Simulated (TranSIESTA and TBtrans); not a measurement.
**Si chain with one N atom inserted**

System: Si chain with one N atom inserted. Leads: straight Si chain, spacing 2.137 Å. Geometry: 3 atoms about the centre moved by SIESTA (PBE, DZP) to a largest force of 0.01 eV/Å, all others as built, motion along the axis alone.

Method: TranSIESTA and TBtrans, PBE, DZP numerical orbitals (energy shift 0.15 eV), PseudoDojo norm-conserving scalar-relativistic potentials, mesh cutoff 200 Ry, 300 K, spin-polarised (collinear), no spin-orbit coupling; self-consistent non-equilibrium Green functions.

Conductance at 300 K (G0 = 2e²/h): 2.19
Mean T from −0.5 to 0.5 eV: 2.06

Energies count from the leads' Fermi level. Transmissions are for each spin. The energy step is 0.01 eV; narrower resonances are cut or missed.

| E (eV) | T up | T down | lead channels up | down |
|---|---|---|---|---|
| -2.00 | 0 | 0 | 0 | 0 |
| -1.90 | 0 | 0 | 0 | 0 |
| -1.80 | 0 | 0 | 0 | 0 |
| -1.70 | 0 | 0 | 0 | 0 |
| -1.60 | 0 | 0 | 0 | 0 |
| -1.50 | 0.0029 | 0.0026 | 2 | 2 |
| -1.40 | 0.026 | 0.025 | 2 | 2 |
| -1.30 | 0.072 | 0.070 | 2 | 2 |
| -1.20 | 0.14 | 0.14 | 2 | 2 |
| -1.10 | 0.22 | 0.22 | 2 | 2 |
| -1.00 | 0.31 | 0.30 | 2 | 2 |
| -0.90 | 0.40 | 0.39 | 2 | 2 |
| -0.80 | 0.50 | 0.48 | 2 | 2 |
| -0.70 | 0.61 | 0.59 | 2 | 2 |
| -0.60 | 0.73 | 0.71 | 2 | 2 |
| -0.50 | 1.30 | 1.28 | 3 | 3 |
| -0.40 | 1.88 | 1.88 | 3 | 3 |
| -0.30 | 2.08 | 2.09 | 3 | 3 |
| -0.20 | 2.15 | 2.17 | 3 | 3 |
| -0.10 | 2.17 | 2.21 | 3 | 3 |
| 0.00 | 2.17 | 2.21 | 3 | 3 |
| 0.10 | 2.15 | 2.19 | 3 | 3 |
| 0.20 | 2.11 | 2.15 | 3 | 3 |
| 0.30 | 2.07 | 2.11 | 3 | 3 |
| 0.40 | 2.03 | 2.06 | 3 | 3 |
| 0.50 | 1.99 | 2.01 | 3 | 3 |
| 0.60 | 1.94 | 1.96 | 3 | 3 |
| 0.70 | 1.90 | 1.91 | 3 | 3 |
| 0.80 | 1.86 | 1.87 | 3 | 3 |
| 0.90 | 1.83 | 1.83 | 3 | 3 |
| 1.00 | 1.80 | 1.80 | 3 | 3 |
| 1.10 | 1.77 | 1.77 | 3 | 3 |
| 1.20 | 1.75 | 1.75 | 3 | 3 |
| 1.30 | 1.74 | 1.73 | 3 | 3 |
| 1.40 | 1.73 | 1.72 | 3 | 3 |
| 1.50 | 1.72 | 1.71 | 3 | 3 |
| 1.60 | 1.71 | 1.70 | 3 | 3 |
| 1.70 | 1.70 | 1.70 | 3 | 3 |
| 1.80 | 1.69 | 1.69 | 3 | 3 |
| 1.90 | 1.69 | 1.68 | 3 | 3 |
| 2.00 | 1.68 | 1.68 | 3 | 3 |

Moments were seeded on the central atoms alone, and one start was tried. The straight chain is held at its spacing; free chains may zigzag or dimerise.
